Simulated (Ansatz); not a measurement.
An Ansatz (a quantum-chemistry and plane-wave program) input (r2SCAN (Ansatz, PAW, spin-orbit coupling left out)):

Ansatz 0.2 input:
```yaml
crystal:
  lattice:
    - [0, 2.9302821281, 2.9302821281]
    - [2.9302821281, 0, 2.9302821281]
    - [2.9302821281, 2.9302821281, 0]
  atoms:
    - { symbol: P, position: [0.75, 0.75, 0.75] }
    - { symbol: Cd, position: [0, 0, 0] }
basis: { ecutwfc: 500, ecutrho_ratio: 4, xc_grid: 4, fft_grid_basis: typed }
kpoints: { mp_grid: { grid: [14, 14, 14] } }
hamiltonian:
  xc: r2scan
  dispersion: none
  pseudopotentials: { kind: paw }
scf: { occupations: { method: fermi_dirac, width: 0.05 }, convergence: { dr2_threshold: 0.0000000002 } }
output: { forces: true, stress: true }
checkpoint: { write: state.ck, write_every: 1000 }
```

**Question.** Which symmetry and how many k-points will the program report, and about how many plane waves at Γ?

**Answer.** Space group F-43m (ITA 216) with 24 operations, k-points 104 of 2744, and 1243 plane waves at Γ.

Stability against distortions was not tested. The final runs are not spin-polarised. An odd electron count without spin: CdP. The cell was made from CdS by this change: S → P; the result is a hypothetical phase, not in the database extracts checked.
